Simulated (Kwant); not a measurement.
System: wire with a row of barriers in a CdTe two-dimensional gas. Effective mass 0.096 mₑ, grid spacing 10 nm, hard walls, nominal width 300 nm (29 grid rows, so walls 300 nm apart), one parabolic valley, scattering region 1000 nm long along x; energies count from the band bottom; Fermi energy swept from 3.4818e-05 to 0.00041346 eV. 4 barrier(s) across the wire, height 0.0046 eV, thickness 20 nm (about 2 grid columns), spaced by 160 nm.

The device is made up for the run: typed textbook-type constants, with dimensions and the other settings drawn at random.

Kwant, effective-mass tight-binding model on a square grid, one spin, coherent transport at 0 K. Conductance is in e²/h.

**Question.** How many channels do the leads carry at E = 0.140, 0.230, 0.275 meV?

**Answer.** The hard-wall thresholds are n² ħ²π²/(2mW²) = n² × 0.0435 meV with W = 300 nm. √(0.140/0.0435) = 1.79, so 1. √(0.230/0.0435) = 2.30, so 2. √(0.275/0.0435) = 2.52, so 2.
